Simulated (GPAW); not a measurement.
A self-consistent single point of InPd (Pm-3m, 2 atoms in the cell) with GPAW.

Method: PBEsol, GPAW PAW datasets PBEsol (made by gpaw-setup) (plane waves; GPAW 25.7.0).

```xyz
2
Lattice="3.3311 0.0000 0.0000 0.0000 3.3311 0.0000 0.0000 0.0000 3.3311" Properties=species:S:1:pos:R:3 pbc="T T T"
In     0.0000     0.0000     0.0000
Pd     1.6656     1.6656     1.6656
```

Reference input (self-consistent single point, DFT PBE, plane waves, GPAW PAW datasets PBE (gpaw-data 1.0.1)): mode = pw; ecut = 550 eV; xc = PBE; kpts = 10 10 10; mesh shift (steps) = 0 0 0; occupations.name = methfessel-paxton; occupations.width = 0.272 eV; occupations.order = 0; nbands = -6; convergence.density = 1e-05 e/electron; convergence.energy = 1e-05 eV/electron; symmetry.symmorphic = false. This run's input differs from it in these lines:

```diff
@@ -13,3 +13,3 @@
 calc = GPAW(mode=PW(550),
-            xc='PBE',
+            xc='PBEsol',
             kpts={'size': (10, 10, 10), 'gamma': True},
```

Its files differ too (potentials: GPAW PAW datasets PBEsol (made by gpaw-setup)).

The program printed (abridged):

```
     iter     time        total  log10-change:
                         energy   eigst   dens
iter:   1 --:--:--   -10.574832
iter:   2 --:--:--    -9.933794   -1.59  -1.23
iter:   3 --:--:--    -8.908951   -0.68  -1.28
iter:   4 --:--:--    -8.848718   -2.65  -1.68
iter:   5 --:--:--    -8.859716   -1.90  -1.71
iter:   6 --:--:--    -8.816860   -2.25  -2.37
iter:   7 --:--:--    -8.810089   -2.83  -2.35
iter:   8 --:--:--    -8.797742   -3.05  -2.51
iter:   9 --:--:--    -8.797741   -4.04  -3.08
iter:  10 --:--:--    -8.797599c  -5.15  -3.49
iter:  11 --:--:--    -8.797736c  -4.05  -3.27
iter:  12 --:--:--    -8.797529c  -4.78  -3.22
   [... lines left out ...]
iter:  14 --:--:--    -8.797516c  -5.50  -3.53
iter:  15 --:--:--    -8.797473c  -6.27  -4.03
iter:  16 --:--:--    -8.797452c  -5.92  -4.24
iter:  17 --:--:--    -8.797452c  -6.89  -4.35
iter:  18 --:--:--    -8.797452c  -7.92c -4.39
iter:  19 --:--:--    -8.797452c  -7.88c -4.41
iter:  20 --:--:--    -8.797452c  -8.38c -4.43
iter:  21 --:--:--    -8.797452c  -8.05c -4.51
iter:  22 --:--:--    -8.797454c  -7.04  -4.64
iter:  23 --:--:--    -8.797453c  -8.83c -4.86
iter:  24 --:--:--    -8.797453c  -8.79c -4.87
iter:  25 --:--:--    -8.797453c  -7.91c -4.88
iter:  26 --:--:--    -8.797453c  -9.06c -5.00c
Converged after 26 iterations.

Dipole moment: (-0.000000, -0.000000, -0.000000) |e|*Ang

Energy contributions relative to reference atoms: (reference = -297063.209408)

Kinetic:         +4.097797
Potential:       -7.474880
External:        +0.000000
XC:              -5.368688
Entropy (-ST):   -0.026877
Local:           -0.038243
SIC:             +0.000000
--------------------------
Free energy:     -8.810891
Extrapolated:    -8.797453

Showing only first 2 kpts
 Kpt  Band  Eigenvalues  Occupancy
  0    12      6.85638    2.00000
  0    13      6.85638    2.00000
  0    14     13.06612    0.00000
  0    15     13.06612    0.00000

  1    12      6.74909    2.00000
  1    13      6.85061    2.00000
  1    14     12.02355    0.00000
  1    15     13.36344    0.00000

Fermi level: 9.02035

No gap
No difference between direct/indirect transitions
Energy (eV): -8.797453

Forces in eV/Ang:
  0 In    0.00000   -0.00000    0.00000
  1 Pd   -0.00000   -0.00000   -0.00000

Stress tensor:
     0.053425     0.000000     0.000000
     0.000000     0.053425     0.000000
     0.000000     0.000000     0.053425
Stress (GPa, Voigt): [8.5596 8.5596 8.5596 0.     0.     0.    ]
```

The run converged in 26 iterations. GPAW prints stress with tension positive. Against the reference run the pressure goes from -2.71 to -8.56 GPa.

The starting cell comes from a database of computed structures (which also holds hypothetical and non-ambient phases and stackings), without a prior relaxation at this level. Its lattice was rescaled by a random factor within 2.5 % of one. Spin polarisation is off. With a pressure of about -9 GPa the cell is away from its equilibrium volume at this level.

Cost on one core of a shared machine: roughly 30 s.
